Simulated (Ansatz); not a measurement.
Band structure of GaNi (Pm-3m, 2 atoms in the cell).

```yaml
crystal:
  lattice:
    - [2.88305, 0.00000, 0.00000]
    - [0.00000, 2.88305, 0.00000]
    - [0.00000, 0.00000, 2.88305]
  atoms:
    - { symbol: Ga, position: [0.00000, 0.00000, 0.00000] }
    - { symbol: Ni, position: [0.50000, 0.50000, 0.50000] }
```

Computed with PBEsol, PAW files made with PBE (plane waves; Ansatz, a first-principles code).

Settings: kpoints.mp_grid.grid = 9 9 9; hamiltonian.xc = pbesol; hamiltonian.pseudopotentials = {kind: paw} (an earlier, softer set of the program's PAW files); scf.occupations.method = gaussian; scf.occupations.width = 0.136 eV; kpoints.band_path.npoints = 8.

The starting cell comes from a database of computed structures (which also holds hypothetical and non-ambient phases and stackings), without a prior relaxation at this level. Its lattice was rescaled by a random factor within 2.5 % of one. Spin polarisation is off.

Levels in eV from the Fermi level, bands 12 to 19:
```
point     12     13     14     15     16     17     18     19
-----  -----  -----  -----  -----  -----  -----  -----  -----
Γ      -2.92  -1.41  -1.41  -1.41   4.92   4.92   4.92  10.56
X      -2.73  -2.26  -2.26  -1.41  -0.62  10.23  10.23  11.53
M      -3.34  -2.87  -1.82  -1.82  -0.94   1.50   2.32  11.44
R      -4.29  -0.91  -0.91   0.55   3.45   3.45   3.45   4.11
```

Bands cross the Fermi level along this path, so the cell is metallic at this level.

Keys are those of Ansatz 0.2.
